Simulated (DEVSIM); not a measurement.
# GaAs p-n junction from an implanted or diffused profile

System: GaAs p-n junction from an implanted or diffused profile, at 350 K.

```csv
layer (left to right),material,thickness (μm),Nd (cm⁻³),τn (s),τp (s)
1,GaAs,18.0,3.2e14,9.6e-8,2.9e-8
```

Added acceptor profile: 7.3e17 cm⁻³ × exp(−(x − 0 μm)²/(2·(0.032 μm)²)). Left contact: ohmic. Right contact: ohmic. Voltage is applied to the left contact. Recombination: SRH at mid-gap, radiative, Auger. Mobility is constant in doping.

Constants are typed, rounded textbook-type inputs, not results; the design itself was drawn at random and stands for no fabricated device. Values at 300 K; Nc and Nv go as T^1.5, mobilities as T to minus their exponent, the gap by Varshni's rule with the affinity fixed.

| parameter | GaAs |
|---|---|
| gap (eV) | 1.424 |
| affinity (eV) | 4.07 |
| permittivity | 12.9 |
| Nc (cm⁻³) | 4.7e17 |
| Nv (cm⁻³) | 9e18 |
| μn (cm²/Vs) | 8500 |
| μp (cm²/Vs) | 400 |
| T exponent of μn | 2.1 |
| T exponent of μp | 2.2 |
| B (cm³/s) | 2e-10 |
| Cn (cm⁶/s) | 1e-30 |
| Cp (cm⁶/s) | 1e-30 |
| Varshni α (eV/K) | 0.000541 |
| Varshni β (K) | 204 |

Simulated with DEVSIM: 1D drift-diffusion, Boltzmann statistics, complete ionisation; no tunnelling, impact ionisation, image-force lowering or self-heating.

| Quantity | Value |
|---|---|
| Potential step across the device at zero bias | 1.091 V |
| Dark forward voltage at 1 A/cm² | 0.849 V |
| Dark forward voltage at 100 A/cm² | 1.126 V |

Dark forward current:

(V (V), J (A/cm²)): (0.05, 7.7e-9); (0.10, 2.5e-8); (0.20, 1.7e-7); (0.25, 4.1e-7); (0.30, 1.0e-6); (0.40, 6.4e-6); (0.45, 1.7e-5); (0.55, 0.00017); (0.60, 0.00063); (0.65, 0.0026); (0.75, 0.056); (0.80, 0.26); (0.85, 1.0); (0.95, 10); (1.00, 24); (1.10, 80); (1.15, 120); (1.20, 180); (1.30, 310); (1.35, 390); (1.40, 480); (1.50, 670); (1.55, 780); (1.65, 990); (1.70, 1100); (1.75, 1200); (1.85, 1400); (1.90, 1500)

Dark reverse current:

| V (V) | J (A/cm²) |
|---|---|
| -0.10 | -6.5e-9 |
| -0.25 | -1.2e-8 |
| -0.50 | -2.1e-8 |
| -0.75 | -2.8e-8 |
| -1.00 | -3.4e-8 |
| -1.50 | -4.5e-8 |
| -2.00 | -5.5e-8 |
| -2.50 | -6.4e-8 |
| -3.25 | -7.6e-8 |
| -4.00 | -8.6e-8 |
| -5.00 | -9.9e-8 |
